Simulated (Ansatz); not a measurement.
For LuAlN2 (model structure, started from the ScAlN2 type, P3m1, No. 156, 4 atoms in the cell), LDA (PAW; Ansatz, a program for electronic structure) gives:

* **equilibrium lattice constant a**: 3.366 Å
* **lattice parameter c**: 5.299 Å
* **bulk modulus**: 160 GPa
* **cohesive energy**: 6.75 eV/atom
* **band gap**: 2.30 eV

Q: What does r²SCAN (Ansatz, plane waves, PAW) give for the same quantities?

A: 
- lattice constant a: 3.399 Å (grows by 1.0 %)
- lattice parameter c: 5.382 Å (increases by 1.6 %)
- bulk modulus: 154 GPa (falls by 3.8 %)
- cohesive energy: 5.90 eV/atom (shrinks by 0.85 eV/atom)
- band gap: 2.59 eV (rises by 0.29 eV)

Changes are worked out from the printed values.

Unless a cell is named, each level is at its own relaxed cell (LDA 13.00, r²SCAN 13.47 Å³/atom).

Levels without +SOC leave out spin–orbit coupling, which shifts energies and cells of such heavy elements.

Levels without +SOC have no spin–orbit coupling; where heavier elements are present it shifts gaps, mostly down, and can invert bands. Density-functional gaps are differences of (generalised) Kohn–Sham levels.

Caveats: the bulk modulus is −V dP/dV from two relaxed cells at ±2 % in volume (LDA, r²SCAN). Ansatz's density-functional and Hartree–Fock values are scalar-relativistic unless marked +SOC, with PAW data made under PBE.

A model structure was made by putting elements into a prototype or built by hand; it is no filed structure, need not be a known phase, and can be a saddle point held by its symmetry.
